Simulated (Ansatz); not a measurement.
This concerns the energy of the reaction as written. Reaction: cell B → cell A. Negative: the products are lower in energy.

Cell A: a sheet of composition Cd2, 2 atoms, hexagonal cell of 5.05 Å (22.1 Å²), symmetry P6/mmm, 0.0 Å thick under 16 Å of vacuum, in-plane vectors relaxed; planes from bottom to top: Cd2, all atoms in one plane; a model cell; spin state with PBE: run without spin, k-point mesh 18×18×1.
```
CELL_PARAMETERS angstrom
      5.05327     0.00000     0.00000
     -2.52664     4.37626     0.00000
      0.00000     0.00000    16.00000
ATOMIC_POSITIONS crystal
  Cd 0.33333 0.66667 0.50000
  Cd 0.66667 0.33333 0.50000
```

Cell B: a slab of composition Cd2, 2 atoms, hexagonal cell of 2.95 Å (7.5 Å²), symmetry P-3m1, 3.0 Å thick under 14 Å of vacuum, in-plane vectors relaxed; planes from bottom to top: Cd × 2; a model cell; spin state with PBE: run without spin, k-point mesh 18×18×1.
```xyz
2
Lattice="2.9468 0.0000 0.0000 -1.4734 2.5520 0.0000 0.0000 0.0000 16.9849" Properties=species:S:1:pos:R:3 pbc="T T T"
Cd     0.0000     1.7013     9.9998
Cd     1.4734     0.8507     6.9851
```

All numbers come from Ansatz (an electronic-structure program), plane waves with PAW, its default PAW set, cutoff 420 eV, 500 eV for r2SCAN. The structures are at rest with PBE; other levels are single points on them. Neutral cells; Fermi-Dirac smearing of at most 0.10 eV in the solids, energies taken to zero width. The lattices are those relaxed with PBE, so at other levels the solids can be strained, which adds to the spread. A dispersion term (D3(BJ), or D4 for r2SCAN) was computed beside these levels and is taken off wherever the name lacks it. Nuclei at rest; no vibrational terms. No correction for cell size. The cells' k-point meshes differ in density, so the last digit is unsettled. Cell A has symmetry P6/mmm and got no random move, so less symmetric positions, which may lie lower, weren't tried. Cell B has symmetry P-3m1 and got no random move, so less symmetric positions, which may lie lower, weren't tried.

Q: What value does r2SCAN give?

A: 1.14 eV, for cell B → cell A.

Q: List the value at the remaining levels and say how far they part.

A: 
```tsv
Functional	value (eV)	less r2SCAN
PBE	0.82	-0.32
```

The levels span 0.32 eV, from PBE (0.82) to r2SCAN (1.14).
